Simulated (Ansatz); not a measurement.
The starting structures come from a database of crystals and need not be the phases stable at ambient conditions.

 Where the default PAW files enter, the runs use the earlier of Ansatz's two default sets.

Tunnelling through a barrier is set by its complex band structure: the current falls as exp(−2κd) with the smallest κ.

Consider the following.

```xyz
16
Lattice="5.3115 0.0000 0.0000 0.0000 5.4120 0.0000 0.0000 -0.2057 7.8444" Properties=species:S:1:pos:R:3 pbc="T T T"
W      3.8862     3.8890     5.6225
W      1.4252     1.3172     2.2218
W      1.2305     1.2144     6.1440
W      4.0810     3.9919     1.7003
O      5.1275     2.4412     1.6945
O      0.1840     2.7650     6.1499
O      2.4717     2.8679     2.2277
O      2.8397     2.3384     5.6166
O      1.6843     1.3608     0.0475
O      3.6272     3.8454     7.7968
O      4.3400     3.9483     3.8746
O      0.9715     1.2580     3.9697
O      5.1135     0.0187     6.1482
O      0.1980     5.1875     1.6962
O      2.4577     5.0847     5.6184
O      2.8537     0.1216     2.2260
```

Space group of this cell: P2_1/c. The cell is strained (all lengths scaled by 1.02); by PBEsol its mean pressure is -14.2 GPa.

Transport runs along the normal of the first two printed cell vectors.

The gap is the functional's own, uncorrected, and κ follows it; spin-orbit coupling is left out. Mid-gap values are interpolated between the computed energies.

Q: Estimate the band gap and the smallest decay constant κ at mid-gap that PBEsol (Ansatz, a first-principles code) returns for this system.

A: Gap 1.68 eV on a 6×6×4 mesh; κ = 0.268 1/Å, at (0.500, 0.500) of the in-plane reciprocal vectors. At the zone centre, at the nearest computed energy, the slowest state has κ = 0.27 1/Å.
